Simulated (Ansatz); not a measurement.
A hypothetical phase is included: elements placed on a structure type, which no database files for this compound.

By r2SCAN, the system below comes out a metal.

Input:

```xyz
2
Lattice="2.8499 0.0000 0.0000 -1.4249 2.4681 0.0000 1.4249 0.8227 2.3269" Properties=species:S:1:pos:R:3 pbc="T T T"
B      1.4249     0.8227     0.5817
B      2.8499     1.6454     1.1635
```

The cell was relaxed by PBE-D3(BJ); by r2SCAN it stands under a pressure of 3.2 GPa.

The current flows along the normal of the first two printed cell vectors, the (111) plane of the conventional cell. No spin-orbit coupling; the value is a mean over 0.1 eV about the Fermi level.

Problem. Estimate the ballistic conductance per area that r2SCAN in Ansatz (a program for electronic structure) returns for this system.

Solution. 2.1 × 10¹⁵ S/m² for both spins.
